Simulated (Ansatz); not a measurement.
Pressure series in Mg2Ge

The reference is Mg2Ge in the anti-fluorite structure (space group Fm-3m, No. 225; a = 6.4212 Å).

Cell and atoms are relaxed at each pressure.

Method: PBE (Ansatz, a quantum-chemistry and plane-wave program, PAW, without spin-orbit coupling).

Candidates:
(a) pressure 0.7 GPa
(b) pressure 0.3 GPa
(c) pressure 3 GPa
(d) pressure −1 GPa
(e) pressure 1.5 GPa

Before the change:

```
Item                   Value
-------------------  -------
Smallest direct gap  0.95 eV
```

### Question
Order them by smallest direct gap, lowest first.

### Answer
(d) pressure −1 GPa (0.83 eV), (b) pressure 0.3 GPa (0.98 eV), (a) pressure 0.7 GPa (1.02 eV), (e) pressure 1.5 GPa (1.11 eV), (c) pressure 3 GPa (1.25 eV)

Load acts through the strain it causes; cell and atoms are relaxed under it. Whether these cells are dynamically stable was not tested.
